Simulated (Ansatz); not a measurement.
```xyz
20
Lattice="15.0000 0.0000 0.0000 0.0000 15.0000 0.0000 0.0000 0.0000 4.3074" Properties=species:S:1:pos:R:3 pbc="T T T"
B      9.5151     7.5000     2.8727
N      9.2300     8.7569     3.5884
N      9.6383     7.5000     1.4347
B      8.1227     9.4166     2.8726
N      6.8392     9.5339     3.5884
B      9.1303     8.6845     0.7190
N      8.1608     9.5339     1.4347
B      5.8697     8.6845     2.8726
N      5.3617     7.5000     3.5884
B      6.8773     9.4166     0.7190
N      5.7700     8.7569     1.4347
B      5.8697     6.3155     2.8726
N      6.8392     5.4661     3.5884
B      5.4849     7.5000     0.7190
N      5.7700     6.2431     1.4347
B      8.1227     5.5834     2.8726
N      9.2300     6.2431     3.5884
B      6.8773     5.5834     0.7190
N      8.1608     5.4661     1.4347
B      9.1303     6.3155     0.7190
```

The numbers are results of PBE (plane waves to 420 eV, PAW; Ansatz, a program for electronic structure), not measurements. Mesh 1×1×8. No spin polarisation. Isolated but for its images some 11 Å away. An idealised model, rolled from the flat sheet. Only distortions within the start's symmetry and period were free.

Question: Tabulate the two highest filled and two lowest empty levels along the axis, from the valence top.

Answer: 
```tsv
k (2π/c)	v2 (eV)	v1 (eV)	c1 (eV)	c2 (eV)
0.000	0.00	0.00	2.22	3.84
0.042	-0.01	-0.01	2.25	3.86
0.083	-0.03	-0.03	2.33	3.93
0.125	-0.06	-0.06	2.47	4.04
0.167	-0.11	-0.11	2.63	4.17
0.208	-0.17	-0.17	2.82	4.34
0.250	-0.25	-0.25	3.03	4.52
0.292	-0.33	-0.33	3.25	4.72
0.333	-0.43	-0.43	3.48	4.93
0.375	-0.54	-0.54	3.72	–
0.417	-0.65	-0.65	3.96	4.94
0.458	-0.76	-0.76	4.20	4.69
0.500	-0.88	-0.88	4.45	4.45
```
A dash stands for levels within 1 eV of the vacuum level or above it.
